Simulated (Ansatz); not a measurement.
Consider interstitial Y in corundum, charge state +3. Level of theory: PBE, PAW (plane waves to 420 eV; Ansatz, a program for electronic structure).

Settings: 120 host sites, the relaxed PBE lattice, the Γ point alone, smearing 0.01 eV, spin-restricted, no image-charge correction. Energies are static. The charge state is imposed; whether it is stable for some Fermi level was not computed. Sites that were not tried may lie lower.

Barriers: single points on a 2×2×2 k-point mesh shifted by half a step along c at the bands' geometries.

The step: a direct jump of one Y atom (a rearrangement that moves the defect's centre by under 1 Å); the atom moves 0.80 Å along (0.00, 0.00, 0.06) of the unit cell; the moving atom starts with neighbours 3 O at 2.01, 3 O at 2.46 Å and ends with 3 O at 2.01, 3 O at 2.46 Å.

Question: Predict the migration barrier of this step from PBE, PAW.

Answer: 0.076 eV, the same both ways. At the saddle the moving atom has neighbours 3 O at 2.00 Å. The saddle point's order was not checked, and it lies on a symmetry element of the cell, where a band can be held.
